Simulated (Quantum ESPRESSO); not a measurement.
Quantum ESPRESSO 7.5, DFT, PBE, plane waves, SSSP 1.1.2 efficiency PBE: bcc Fe, 1 atom, spin-polarised from a ferromagnetic start (nspin = 2, starting_magnetization 0.3 on Fe). Basis and mesh were picked for this test and aren't claimed converged.

| Quantity | Value |
|---|---|
| cell | 2.48, 2.48, 2.48 Å; 109.5, 109.5, 109.5° |
| task | scf |
| k mesh | 20×20×20 |
| ecutwfc | 45 Ry |
| ecutrho | 360 Ry |
| occupations | smearing |
| smearing | mv |
| degauss | 0.02 Ry |
| conv_thr | 1e-09 Ry |
| tprnfor | true |
| tstress | false |
| mixing_mode | local-TF |
| mixing_beta | 0.2 |
| k-point pools (-nk) | 16 |
| diagonalization | david (default) |
| mixing_ndim | 8 (default) |
| k-points computed (for each spin) | 256 |
| bands | 12 |
| electrons | 16 |
| G-vectors of the density | 9189 |
| FFT grid | 30×30×30 |
| symmetry operations | 48 |

Hardware: AMD EPYC (Zen 5), 96 cores on 1 socket, no SMT, 12 L3 cache groups; 94 cores' worth of CPU time may be used.

Run on 16 ranks, it takes 4.6 s from launch to exit:

```bash
OMP_NUM_THREADS=1 mpirun -np 16 pw.x -nk 16 -in pw.in
```

From its output:

```
     Parallel version (MPI & OpenMP), running on      16 processor cores
     Number of MPI processes:                16
     Threads/MPI process:                     1
     K-points division:     npool     =      16
     Subspace diagonalization in iterative solution of the eigenvalue problem:
     a serial algorithm will be used
     Using Slab Decomposition
     number of atoms/cell      =            1
     number of electrons       =        16.00
     number of Kohn-Sham states=           12
     kinetic-energy cutoff     =      45.0000  Ry
     charge density cutoff     =     360.0000  Ry
     scf convergence threshold =      1.0E-09
     mixing beta               =       0.2000
     number of iterations used =            8  local-TF  mixing
     48 Sym. Ops., with inversion, found
     number of k points=   256  Marzari-Vanderbilt smearing, width (Ry)=  0.0200
     Dense  grid:     9189 G-vectors     FFT dimensions: (  30,  30,  30)
     Smooth grid:     3151 G-vectors     FFT dimensions: (  20,  20,  20)
     Estimated max dynamical RAM per process >      17.39 MB
     Estimated total dynamical RAM >     210.95 MB
...
     init_run     :      0.59s CPU      0.60s WALL (       1 calls)
     electrons    :      3.13s CPU      3.36s WALL (       1 calls)
     forces       :      0.02s CPU      0.02s WALL (       1 calls)

     Called by init_run:
     wfcinit      :      0.12s CPU      0.12s WALL (       1 calls)
     potinit      :      0.16s CPU      0.17s WALL (       1 calls)
     hinit0       :      0.30s CPU      0.30s WALL (       1 calls)

     Called by electrons:
     c_bands      :      1.31s CPU      1.35s WALL (      30 calls)
     sum_band     :      0.32s CPU      0.34s WALL (      30 calls)
     v_of_rho     :      0.32s CPU      0.33s WALL (      30 calls)
     newd         :      0.03s CPU      0.03s WALL (      30 calls)
     PAW_pot      :      1.09s CPU      1.26s WALL (      30 calls)
     mix_rho      :      0.04s CPU      0.04s WALL (      30 calls)

     Called by c_bands:
     init_us_2    :      0.09s CPU      0.09s WALL (    1984 calls)
     cegterg      :      1.01s CPU      1.04s WALL (     960 calls)

     Called by *egterg:
     cdiaghg      :      0.14s CPU      0.15s WALL (    2423 calls)
     h_psi        :      0.82s CPU      0.84s WALL (    2487 calls)
     s_psi        :      0.02s CPU      0.02s WALL (    2487 calls)
     g_psi        :      0.02s CPU      0.02s WALL (    1495 calls)

     Called by h_psi:
     h_psi:calbec :      0.03s CPU      0.03s WALL (    2487 calls)
     vloc_psi     :      0.76s CPU      0.78s WALL (    2487 calls)
     add_vuspsi   :      0.02s CPU      0.02s WALL (    2487 calls)

     General routines
     calbec       :      0.04s CPU      0.04s WALL (    3575 calls)
     fft          :      0.17s CPU      0.17s WALL (     765 calls)
     ffts         :      0.11s CPU      0.11s WALL (     634 calls)
     fftw         :      0.73s CPU      0.75s WALL (   62116 calls)
     interpolate  :      0.11s CPU      0.11s WALL (      60 calls)

     Parallel routines

     PWSCF        :      3.82s CPU      4.06s WALL
```

Wall times, medians of two to five repeats, each run alone on the node (launch to exit). Unless noted, each process is bound to its own block of adjacent cores. Build: conda-forge: Open MPI 5.0, OpenMP, OpenBLAS 0.3.34 (pthreads), FFTW, ScaLAPACK, ELPA. Other compilers and libraries give other times. Scratch files lie in a memory file system.

Q: Read the timing block: which change would cut the largest part, on the same cores and with the result kept within 1.0 meV/atom in energy, 0.020 μB/atom in absolute magnetization?

A: The largest part is potentials (v_of_rho, newd, PAW_pot), 35 % of the time from launch to exit. One change that relieves it (others may too): going from mixing_mode = local-TF, mixing_beta = 0.2 to mixing_mode = TF, mixing_beta = 1, one of the fastest of the measured ones that keep the result: 4.6 s to 2.5 s (1.9× as fast). The largest move is in potentials (v_of_rho, newd, PAW_pot): 1.6 s to 0.54 s. SCF iterations go from 29 to 9. These two results differ by: energy equal as printed, absolute magnetization equal as printed. Others tried: mixing_mode = plain, mixing_beta = 1 (2.5 s); mixing_mode = plain (default), mixing_beta = 0.7 (default), mixing_ndim = 4 (2.6 s); mixing_mode = plain (default), mixing_beta = 0.7 (default), mixing_ndim = 16 (2.6 s); mixing_mode = plain (default), mixing_beta = 0.7 (default) (2.6 s); mixing_mode = TF, mixing_beta = 0.7 (2.7 s); mixing_mode = local-TF, mixing_beta = 0.7 (2.7 s); mixing_mode = local-TF, mixing_beta = 0.4 (2.8 s); mixing_mode = plain (default), mixing_beta = 0.7 (default), mixing_ndim = 2 (2.9 s); mixing_mode = plain, mixing_beta = 0.4 (3.2 s); mixing_mode = TF, mixing_beta = 0.4 (3.2 s); mixing_mode = TF, mixing_beta = 0.2 (3.8 s); mixing_mode = TF, mixing_beta = 0.1 (4.0 s); mixing_mode = plain, mixing_beta = 0.1 (4.0 s); mixing_mode = plain, mixing_beta = 0.2 (4.1 s); mixing_mode = local-TF, mixing_beta = 0.1 (6.4 s).
